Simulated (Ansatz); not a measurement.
Take Rh in the fcc (Cu type) structure (space group Fm-3m, No. 225; a = 3.7800 Å) as the base.

Method: PBEsol (Ansatz, a program for electronic structure, PAW, no spin-orbit coupling).

One change was made to it. Results:

```json
[
 {"quantity": "shortest interatomic distance", "base": "5.051 bohr", "after": "5.057 bohr"},
 {"quantity": "density", "base": "12.66 g/cm³", "after": "12.61 g/cm³"}
]
```

Task: Which of these changes matches the shifts?
(A) pressure −1 GPa
(B) pressure 30 GPa
(C) pressure −2 GPa
(D) pressure 4.5 GPa

Result: A, pressure −1 GPa. For comparison, the density in the other runs: pressure −2 GPa gives 12.57 g/cm³; pressure 4.5 GPa gives 12.84 g/cm³; pressure 30 GPa gives 13.74 g/cm³.

Load acts through the strain it causes; cell and atoms are relaxed under it. No phonon test of stability was made. Competing high-pressure phases were not computed. All final runs are without spin polarisation.
